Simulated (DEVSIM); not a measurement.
Structure: abrupt Si n-p junction, at 300 K.

Layer 1 from the left is Si, thickness (μm) 0.420, Nd (cm⁻³) 3.6e16, τn (s) 4.4e-5, τp (s) 4.4e-5. Layer 2 from the left is Si, thickness (μm) 35.0, Na (cm⁻³) 1.5e15, τn (s) 4.4e-5, τp (s) 4.4e-5.

Left contact: ohmic. Right contact: ohmic. Voltage is applied to the left contact. Recombination: SRH at mid-gap. Mobility is μmin + (μ − μmin)/(1 + (N/Nref)^α).

This is a model device: material constants are rounded textbook-type values typed into the input, and sizes, dopings and lifetimes were drawn at random. Values at 300 K.

Si: gap (eV) 1.124, affinity (eV) 4.05, permittivity 11.7, Nc (cm⁻³) 2.86e19, Nv (cm⁻³) 3.1e19, μn (cm²/Vs) 1417, μp (cm²/Vs) 470, μn,min 52, μp,min 45, Nref,n 9.7e16, Nref,p 2.2e17, αn 0.68, αp 0.72.

### Question
Estimate by hand the built-in potential, the peak field at zero bias, the capacitance at 6 V, and compare with a numerical solution.

### Answer

- Built-in potential: ni = √(Nc Nv) exp(−Eg/2kT) = 1.08e10 cm⁻³ with Eg = 1.124 eV; Vbi = kT/q ln(Na Nd/ni²) = 0.694 V; numerical 0.694 V.
- Peak field at zero bias: depletion approximation: W = √(2εVbi/(qN)) = 0.790 μm with N = 1.44e15 cm⁻³; field = 2Vbi/W = 17600 V/cm; numerical 18000 V/cm (estimate below by 2.5 %).
- Capacitance at 6 V: C = √(qεN / 2(Vbi + |V|)) = 4.23 nF/cm²; numerical 4.24 nF/cm².

Simulated with DEVSIM: 1D drift-diffusion, Boltzmann statistics, complete ionisation; no tunnelling, impact ionisation, image-force lowering or self-heating.
